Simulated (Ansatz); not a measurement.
Ansatz (a program for electronic structure) run on BaSn3S4 (Pm, 8 atoms in the cell): self-consistent single point.

Method: LDA (PW92), PAW files made with PBE (plane waves; Ansatz).

```
BaSn3S4
1.0
    4.44901     0.00000     0.00000
    0.00000     4.20507     0.00000
   -0.10178     0.00000    11.74555
Ba Sn S
1 3 4
Direct
  0.41811   0.50000   0.61265
  0.14952   0.50000   0.10585
  0.63280   0.00000   0.35863
  0.87009   0.00000   0.87999
  0.48191   0.50000   0.88226
  0.00887   0.50000   0.35101
  0.51747   0.00000   0.14764
  0.92122   0.00000   0.66198
```

Reference input (self-consistent single point, DFT, LDA (PW92), plane waves, PAW files made with PBE): basis.ecutwfc = 30.9 Ry; kpoints.mp_grid.grid = 3 4 2; hamiltonian.xc = lda; hamiltonian.pseudopotentials = {kind: paw} (the program's default PAW files); scf.occupations.method = fermi_dirac; scf.occupations.width = 0.0037 Ry. This run's input differs from it in these lines:

Ansatz 0.2 input:
```diff
@@ -17,3 +17,3 @@
 kpoints:
-  mp_grid: { grid: [3, 4, 2] }
+  mp_grid: { grid: [4, 4, 2] }
 hamiltonian:
```

Output (repeated stretches shortened):

```
SCF iter   1: F=—  HF=-26912.364772 eV  |F-HF|=—  |Δ(HF+E_count)|=         —  Δρ=5.53e-2  dr2=1.22e2  ethr=3.10e-3  ⟨swp⟩=19.1  Hψ=5980  notcnv=0
all-band conjugate gradients solve this SCF's bands
preconditioner: auto → Kerker (q_TF=auto, 2.286 Å⁻¹)
SCF iter   2: F=—  HF=-26906.777677 eV  |F-HF|=—  |Δ(HF+E_count)|=    5.59e0  Δρ=2.47e-2  dr2=2.38e1  ethr=3.10e-3  ⟨swp⟩=6.9  Hψ=1877  notcnv=0  defer=3
   [... lines left out ...]
SCF iter  11: F=—  HF=-26903.400135 eV  |F-HF|=—  |Δ(HF+E_count)|=   2.58e-5  Δρ=5.25e-5  dr2=1.60e-5  ethr=1.91e-7  ⟨swp⟩=2.3  Hψ=1437  notcnv=0  defer=32
SCF iter  12: F=—  HF=-26903.400104 eV  |F-HF|=—  |Δ(HF+E_count)|=   3.17e-5  Δρ=1.65e-5  dr2=1.64e-6  ethr=2.10e-8  ⟨swp⟩=2.4  Hψ=1263  notcnv=0  defer=31
SCF iter  13: F=—  HF=-26903.400104 eV  |F-HF|=—  |Δ(HF+E_count)|=   1.55e-7  Δρ=6.41e-6  dr2=2.51e-7  ethr=2.16e-9  ⟨swp⟩=2.1  Hψ=1081  notcnv=0  defer=31
SCF iter  14: F=-26903.400103 eV  HF=-26903.400103 eV  |F-HF|=1.54e-8  |Δ(HF+E_count)|=   2.87e-8  Δρ=2.49e-6  dr2=2.83e-8  ethr=1.32e-10  ⟨swp⟩=21.3  Hψ=6204  notcnv=0
SCF 1 converged in 14 iterations: F = -26903.400103 eV  dr2 = 2.83e-8
Free energy (F): -26903.400103 eV
Internal energy: -26903.400069 eV  (E = F + TS)
E sigma→0 (E₀):  -26903.400086 eV
Entropy (-TS):   -0.000035 eV (-0.004 meV/atom)
Fermi energy:    7.494818 eV
--- Forces (eV/Å), atoms counted from 1 ---
  atom   1  Ba    -0.01163311     0.00000000     0.05700466
  atom   2  Sn     0.15140054     0.00000000    -0.01101158
  atom   3  Sn     0.17353524     0.00000000    -0.08252532
  atom   4  Sn    -0.28939445     0.00000000    -0.00266939
  atom   5  S      0.13935130     0.00000000    -0.01760978
  atom   6  S     -0.14158327     0.00000000    -0.02140513
  atom   7  S      0.06637395     0.00000000     0.02835575
  atom   8  S     -0.08804968     0.00000000     0.04981176
--- Stress (GPa, compression-positive) ---
       -4.235565       0.000000       0.073613
        0.000000      -4.234642       0.000000
        0.073613       0.000000      -4.197081
  P = ⅓ Tr σ = -4.2224 GPa (-42.224 kbar)
  The stress holds the Pulay correction. Without it, at fixed plane waves, as pw.x and ABINIT print it: P = -4.2466 GPa
```

The run converged in 14 iterations. Against the reference run the free energy rises by 3.8 meV/atom, the pressure hardly changes (-4.29 to -4.22 GPa), the largest force goes from 0.235 to 0.289 eV/Å and the gap on the mesh goes from 1.300 to 0.772 eV.

The starting cell comes from a database of computed structures (which also holds hypothetical and non-ambient phases and stackings), without a prior relaxation at this level. With a pressure of about -4 GPa the cell is away from its equilibrium volume at this level. Ansatz's pressure includes its estimate of the finite-basis (Pulay) stress.
